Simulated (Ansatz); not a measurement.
The parent structure is BP in the zinc blende structure (space group F-43m, No. 216).

```xyz
2
Lattice="0.0000 2.2683 2.2683 2.2683 0.0000 2.2683 2.2683 2.2683 0.0000" Properties=species:S:1:pos:R:3 pbc="T T T"
P      1.1341     1.1341     1.1341
B      0.0000     0.0000     0.0000
```

Computed with r2SCAN/PAW in Ansatz (a first-principles code), spin-orbit coupling left out.

Before the change:

- Smallest direct gap = 3.60 eV
- Band gap = 1.41 eV
- Hole mass = 0.24, 0.24, 0.32 mₑ (at Γ)
- Width of the top valence band = 5.74 eV

Now apply this change: the cell is scaled by 0.9657 in all directions, atoms relaxed at fixed cell.

Task: How does this affect the smallest direct gap?

Result: The smallest direct gap grows by 0.19 eV (3.60 eV → 3.79 eV).

Task: What does the calculation give for the energy relative to the base after the change?

Result: The energy rises by 72 meV/atom.

Task: Predict the new band gap.

Result: The band gap shrinks by 0.16 eV, from 1.41 eV to 1.25 eV.

Task: Estimate the effect on the hole mass.

Result: The hole mass (degenerate bands, along [100]) goes from 0.24, 0.24, 0.32 mₑ (at Γ) to 0.23, 0.23, 0.37 mₑ (at Γ).

Task: What happens to the width of the top valence band?

Result: The width of the top valence band grows by 0.645 eV (5.74 eV → 6.39 eV).

The cells carry an imposed strain or load. Effective masses come from finite differences of ±0.01 Å⁻¹. Whether these cells are dynamically stable was not tested.
